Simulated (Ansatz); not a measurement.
**Se: element substitutions**

The reference is Se (space group P3_121, No. 152; a = 4.039 Å, c = 5.121 Å; made of chains).

Each row replaces one element on all its sites; cell and atoms are relaxed.

Method: Ansatz (a program for electronic structure) PBEsol, without spin-orbit coupling.

Q: Only one of these keeps the space group of the base. Which?
A) Se → Te
B) Se → As
C) Se → Ge

A: A, Se → Te. Computed: Se → As: Pm-3m (No. 221); Se → Ge: Pm-3m (No. 221); Se → Te: P3_121 (No. 152)

No phonon test of stability was made. As relaxed here, Ge is a hypothetical phase, not in the database extracts checked. For As in this form, whether it has been made was not checked. No dispersion term is included in the PBEsol runs. This is not the structure that As has at room temperature and ambient pressure.
